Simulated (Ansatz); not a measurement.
LiNbO3 (P2₁/c, No. 14, 40 atoms in the cell; start mp-1196213; a measured phase of this formula has another space group), treated with LDA (PAW; Ansatz, a first-principles code).

Settings: plane-wave cutoff 520 eV, 6×4×4 k mesh (along the axes of the cell as run), Fermi–Dirac smearing 0.01 eV, no spin polarisation, scalar-relativistic PAW data made under PBE.

Cell (relaxed at this level):

```cif
data_Li8Nb8O24
_chemical_formula_sum 'Li8 Nb8 O24'
_space_group_name_H-M_alt 'P 1'
_space_group_IT_number 1
_cell_length_a 6.05520
_cell_length_b 8.12008
_cell_length_c 9.34048
_cell_angle_alpha 90.000
_cell_angle_beta 89.971
_cell_angle_gamma 90.000
loop_
_space_group_symop_operation_xyz
  'x, y, z'
loop_
_atom_site_label
_atom_site_type_symbol
_atom_site_fract_x
_atom_site_fract_y
_atom_site_fract_z
_atom_site_occupancy
Li1 Li 0.48060 0.81937 0.51943 1
Li2 Li 0.51940 0.18063 0.48057 1
Li3 Li 0.51940 0.31937 0.98057 1
Li4 Li 0.48060 0.68063 0.01943 1
Li5 Li 0.22247 0.61806 0.77048 1
Li6 Li 0.77753 0.38194 0.22952 1
Li7 Li 0.77753 0.11806 0.72952 1
Li8 Li 0.22247 0.88194 0.27048 1
Nb1 Nb 0.00072 0.30271 0.50127 1
Nb2 Nb 0.99928 0.69729 0.49873 1
Nb3 Nb 0.99928 0.80271 0.99873 1
Nb4 Nb 0.00072 0.19729 0.00127 1
Nb5 Nb 0.26660 0.49931 0.25846 1
Nb6 Nb 0.73340 0.50069 0.74154 1
Nb7 Nb 0.73340 0.99931 0.24154 1
Nb8 Nb 0.26660 0.00069 0.75846 1
O1 O 0.07122 0.36773 0.12620 1
O2 O 0.92878 0.63227 0.87380 1
O3 O 0.92878 0.86773 0.37380 1
O4 O 0.07122 0.13227 0.62620 1
O5 O 0.17934 0.69166 0.13600 1
O6 O 0.82066 0.30834 0.86400 1
O7 O 0.82066 0.19166 0.36400 1
O8 O 0.17934 0.80834 0.63600 1
O9 O 0.30288 0.66244 0.40293 1
O10 O 0.69712 0.33756 0.59707 1
O11 O 0.69712 0.16244 0.09707 1
O12 O 0.30288 0.83756 0.90293 1
O13 O 0.27728 0.31457 0.39683 1
O14 O 0.72272 0.68543 0.60317 1
O15 O 0.72272 0.81457 0.10317 1
O16 O 0.27728 0.18543 0.89683 1
O17 O 0.93800 0.51118 0.36914 1
O18 O 0.06200 0.48882 0.63086 1
O19 O 0.06200 0.01118 0.13086 1
O20 O 0.93800 0.98882 0.86914 1
O21 O 0.51722 0.47172 0.15698 1
O22 O 0.48278 0.52828 0.84302 1
O23 O 0.48278 0.97172 0.34302 1
O24 O 0.51722 0.02828 0.65698 1
```

Task: Predict the band gap, smallest direct gap on the k points sampled and direct gap at Γ.

Result: 
band gap: 3.41 eV
smallest direct gap on the k points sampled: 3.46 eV
direct gap at Γ: 3.47 eV

Spin–orbit coupling is not included.

Computed values are for the static lattice.

A start named mp-… is a Materials Project structure, which need not be a measured phase.
